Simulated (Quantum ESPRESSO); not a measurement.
Quantum ESPRESSO run on GaAg (Pm-3m, 2 atoms in the cell): self-consistent single point.

Level of theory: LDA (PW92), PseudoDojo standard norm-conserving (LDA) pseudopotentials (plane waves; Quantum ESPRESSO).

```
GaAg
1.0
    3.31723     0.00000     0.00000
    0.00000     3.31723     0.00000
    0.00000     0.00000     3.31723
Ga Ag
1 1
Cartesian
  1.65861   1.65861   1.65861
  0.00000   0.00000   0.00000
```

Reference input (self-consistent single point, DFT, PBEsol, plane waves, PseudoDojo standard norm-conserving (PBESOL) pseudopotentials): ecutwfc = 85 Ry; occupations = smearing; smearing = gauss; degauss = 0.019992 Ry; potentials = {Ga: Ga.upf, Ag: Ag.upf}; K_POINTS = automatic 13 13 13 0 0 0; conv_thr = 1e-10 Ry; mixing_beta = 0.5. This run's input differs from it in these lines:

```diff
@@ -13,3 +13,3 @@
     ntyp = 2
-    ecutwfc = 85
+    ecutwfc = 90
     occupations = 'smearing'
```

Its files differ too (potentials: PseudoDojo standard norm-conserving (LDA)).

Log, with long lists cut:

```
     Self-consistent Calculation

     iteration #  1     ecut=    90.00 Ry     beta= 0.50

---- Real-time Memory Report at c_bands before calling an iterative solver
           147 MiB given to the printing process from OS
           113 MiB allocation reported by mallinfo(arena+hblkhd)
------------------

     Threshold (ethr) on eigenvalues was too large:
     Diagonalizing with lowered threshold

---- Real-time Memory Report at c_bands before calling an iterative solver
           151 MiB given to the printing process from OS
           115 MiB allocation reported by mallinfo(arena+hblkhd)
------------------

   [... lines left out ...]

---- Real-time Memory Report at c_bands before calling an iterative solver
           158 MiB given to the printing process from OS
           127 MiB allocation reported by mallinfo(arena+hblkhd)
------------------

     total energy              =    -462.68602976 Ry
     estimated scf accuracy    <          6.0E-10 Ry

     iteration # 10     ecut=    90.00 Ry     beta= 0.50

---- Real-time Memory Report at c_bands before calling an iterative solver
           159 MiB given to the printing process from OS
           128 MiB allocation reported by mallinfo(arena+hblkhd)
------------------
     End of self-consistent calculation

     the Fermi energy is    13.5263 ev

!    total energy              =    -462.68602976 Ry
     estimated scf accuracy    <          9.2E-11 Ry
     smearing contrib. (-TS)   =      -0.00212922 Ry
     internal energy E=F+TS    =    -462.68390055 Ry

     convergence has been achieved in  10 iterations

     Forces acting on atoms (cartesian axes, Ry/au):

     atom    1 type  1   force =     0.00000000    0.00000000    0.00000000
     atom    2 type  2   force =     0.00000000    0.00000000    0.00000000

     Total force =     0.000000     Total SCF correction =     0.000000

          total   stress  (Ry/bohr**3)                   (kbar)     P=      -81.89
  -0.00055667   0.00000000   0.00000000          -81.89        0.00        0.00
   0.00000000  -0.00055667   0.00000000            0.00      -81.89        0.00
   0.00000000   0.00000000  -0.00055667            0.00        0.00      -81.89

   JOB DONE.
```

The run converged in 10 iterations. Against the reference run the pressure goes from -5.33 to -8.19 GPa.

The starting cell comes from a database of computed structures (which also holds hypothetical and non-ambient phases and stackings), without a prior relaxation at this level. With a pressure of about -8 GPa the cell is away from its equilibrium volume at this level.

Cost on one core of a shared machine: roughly 90 s.
